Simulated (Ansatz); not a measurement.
## Carrier properties of C under load (space group Fd-3m)

Data:

```yaml
crystal:
  lattice:
    - [0.00000, 1.79214, 1.79214]
    - [1.79214, 0.00000, 1.79214]
    - [1.79214, 1.79214, 0.00000]
  atoms:
    - { symbol: C, position: [0.00000, 0.00000, 0.00000] }
    - { symbol: C, position: [0.25000, 0.25000, 0.25000] }
```

Level of theory: r2SCAN, rigid bands (plane waves, PAW, scalar-relativistic; Ansatz, a quantum-chemistry and plane-wave program). Condition of this run: hydrostatic pressure of -11 GPa (compression positive) (the target of the relaxation). Cell: cell and atoms relaxed with PBEsol, then loaded as said.

The band gap is 4.31 eV. The electron conductivity mass (300 K, dilute) is 0.39 mₑ and the hole conductivity mass (300 K, dilute) comes out as 0.46 mₑ. The effective density of states N_c (300 K) comes out as 5.2e19 cm⁻³, the effective density of states N_v (300 K) is 3.6e19 cm⁻³ and the density-of-states mass, electrons is 1.63 mₑ. The density-of-states mass, holes comes out as 1.27 mₑ, the Seebeck coefficient, n-type 1e19 cm⁻³, 300 K is -359 μV/K and the best n-type power factor at 300 K for τ = 10 fs (best axis; densities from 1e16 to 1e21 cm⁻³ tried, whether or not they can be reached) comes out as 22 μW/(cm·K²) at 3e20 cm⁻³. The Seebeck coefficient, p-type 1e19 cm⁻³, 300 K is 328 μV/K. The best p-type power factor at 300 K for τ = 10 fs (best axis; densities from 1e16 to 1e21 cm⁻³ tried, whether or not they can be reached) is 13.1 μW/(cm·K²) at 1e20 cm⁻³.

Rigid bands; masses and Seebeck coefficients take one relaxation time τ for all states and one kind of carrier; polarons and phonon drag are left out. Spin-orbit coupling is left out. Geometry: cell and atoms relaxed with PBEsol.
